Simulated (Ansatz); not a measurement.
The starting structures come from a database of crystals and need not be the phases stable at ambient conditions.

By PBEsol, the system below comes out a metal.

Without scattering a metal conducts by its projected Fermi surface.

Input:

```xyz
4
Lattice="2.9019 0.0000 0.0000 0.0000 4.1606 0.0000 0.0000 -1.0130 2.7209" Properties=species:S:1:pos:R:3 pbc="T T T"
Cr     0.7255     1.0625     0.3956
Cr     2.1765     2.0851     2.3254
B      0.7255     3.1795     1.1838
B      2.1765    -0.0319     1.5372
```

Space group of this cell: Cmcm. The cell is taken as given; by PBEsol its mean pressure is -3.0 GPa.

The current flows along the normal of the first two printed cell vectors. No spin-orbit coupling; the value is a mean over 0.1 eV about the Fermi level.

Question: Give the ballistic conductance per area that PBEsol in Ansatz (a quantum-chemistry and plane-wave program) yields.

Answer: 0.95 × 10¹⁵ S/m² for both spins.
